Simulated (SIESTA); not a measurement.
**What a tighter setting buys: MeshCutoff, a (001) slab of TiSb (cut from a parent of space group no. 186; 4 atoms in the cell)**

```
CELL_PARAMETERS angstrom
      4.52650     0.00000     0.00000
     -2.26325     3.92007     0.00000
      0.00000     0.00000    16.63490
ATOMIC_POSITIONS crystal
  Ti 0.66667 0.33333 0.58351
  Ti 0.33333 0.66667 0.36069
  Sb 0.66667 0.33333 0.41649
  Sb 0.33333 0.66667 0.63931
```

Method: SIESTA with GGA PBE, numerical atomic orbitals DZP, PseudoDojo PBE standard norm-conserving potentials (rewritten from UPF to PSML).

Base settings: XC.functional = GGA; XC.authors = PBE; potentials = PseudoDojo PBE standard; PAO.BasisSize = DZP; PAO.EnergyShift = 0.005 Ry; MeshCutoff = 300 Ry; kgrid.MonkhorstPack = 7 7 1; OccupationFunction = FD; ElectronicTemperature = 136 meV; Slab.DipoleCorrection = vacuum.

Misses are taken against the tightest run, 600 Ry (624 Ry used), which need not be fully converged itself. The energy is the free energy per atom.

Core times come from one kind of shared machine and are given to one figure; runs under 30 s give none.

The starting cell was generated: these elements placed on a structure prototype, without a prior relaxation; it need not be a known phase or ordering of this composition. The slab is cut from that crystal, and its faces are unrelaxed. Spin polarisation is off. Values carry the incompleteness of an atom-centred basis.

The runs (MeshCutoff): 120 Ry (144 Ry used) | 150 Ry (162 Ry used) | 180 Ry (184 Ry used) | 210 Ry (225 Ry used) | 240 Ry (256 Ry used) | 270 Ry (288 Ry used) | 300 Ry (324 Ry used) | 345 Ry (368 Ry used) | 390 Ry (400 Ry used) | 450 Ry (466 Ry used) | 525 Ry (575 Ry used) | 600 Ry (624 Ry used).

Problem. Which is the coarsest setting among those run that, with all tighter ones, holds the energy within 5 meV/atom of the reference, and what does it save?

Solution. 300 Ry (324 Ry used), off by 2.1 meV/atom; it needs about 0.4 of the reference's time.

Problem. Which is the coarsest setting among those run that, with all tighter ones, holds the energy within 1 meV/atom of the reference, and what does it save?

Solution. 450 Ry (466 Ry used), off by 0.60 meV/atom; its saving against the reference is no more than about a factor of 2 in time.

| MeshCutoff | energy less reference (meV/atom) | core time / reference (rough) |
|---|---|---|
| 120 Ry (144 Ry used) | -33.15 | – |
| 150 Ry (162 Ry used) | -30.83 | – |
| 180 Ry (184 Ry used) | -20.40 | – |
| 210 Ry (225 Ry used) | -11.10 | – |
| 240 Ry (256 Ry used) | -6.21 | – |
| 270 Ry (288 Ry used) | -5.42 | 0.4 |
| 300 Ry (324 Ry used) | -2.05 | 0.4 |
| 345 Ry (368 Ry used) | -1.80 | 0.6 |
| 390 Ry (400 Ry used) | -1.69 | 0.6 |
| 450 Ry (466 Ry used) | -0.60 | 0.7 |
| 525 Ry (575 Ry used) | -0.03 | 0.8 |
| 600 Ry (624 Ry used) | 0.00 | 1 |
